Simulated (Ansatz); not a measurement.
**WSe2, response to strain**

The reference is WSe2 (space group P6_3/mmc, No. 194; a = 3.279 Å, c = 12.786 Å; layered, stacked along the Cartesian z axis). Axes: x lies along a and z along c of the hexagonal cell.

Strains are applied to the cell and any free atomic positions relax; under biaxial strain the out-of-plane vector relaxes too.

Level of theory: PBE-D3(BJ), PAW, 420 eV (Ansatz, a program for electronic structure; spin-orbit coupling left out).

Notes on the quantities. pressure: mean of the normal stresses, compression positive.

```csv
case,band gap,out-of-plane strain,pressure,smallest direct gap
base,0.87 eV,–,0.00 GPa,1.57 eV
"biaxial strain +0.60 %, plane normal [001], relaxed out of plane",0.86 eV,-0.23 %,-0.91 GPa,1.49 eV
"biaxial strain +1.20 %, plane normal [001], relaxed out of plane",0.86 eV,-0.45 %,-1.79 GPa,1.42 eV
"biaxial strain +1.80 %, plane normal [001], relaxed out of plane",0.86 eV,-0.67 %,-2.62 GPa,1.35 eV
"biaxial strain +2.40 %, plane normal [001], relaxed out of plane",0.86 eV,-0.89 %,-3.42 GPa,1.29 eV
"biaxial strain +3.00 %, plane normal [001], relaxed out of plane",0.81 eV,-1.11 %,-4.18 GPa,1.23 eV
```

With W present, leaving out spin-orbit coupling can change the band edges. Semilocal Kohn–Sham gaps tend to fall short of experiment. No phonon test of stability was made.
